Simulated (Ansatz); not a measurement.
We consider rock-salt LuN, described by PBEsol in Ansatz (plane waves, PAW).

Numerical settings: plane-wave cutoff 520 eV, 20×20×20 k mesh, Fermi–Dirac smearing 0.05 eV, scalar-relativistic PAW data made under PBE.

Equation-of-state points:

```csv
V (Å³/atom),E − E_lowest (meV/atom),P (GPa)
12.211,29.74,12.87
12.471,12.77,8.14
12.730,3.09,3.87
12.990,0.00,0.01
13.250,2.87,-3.49
13.510,11.13,-6.65
13.770,24.27,-9.51
```

Q: Estimate the bulk modulus from the pressures at 12.730 and 13.250 Å³/atom, and compare it with a fit to all energies.

A: B = −V dP/dV. Between V = 12.730 and 13.250 Å³/atom, dP/dV = (-3.49 − (3.87))/(13.250 − 12.730) = -14.2 GPa per Å³/atom; at the midpoint 12.990 Å³/atom this gives B ≈ 184 GPa. The third-order Birch–Murnaghan fit gives V0 = 12.990 Å³/atom, B0 = 184 GPa, B′ = 4.0, which lies within 1 % of that estimate.

Spin–orbit coupling is not included; it can open a gap where bands touch, and shift volumes and moduli.

The computed numbers hold no vibrational or temperature effects.

Ansatz is an electronic-structure program.
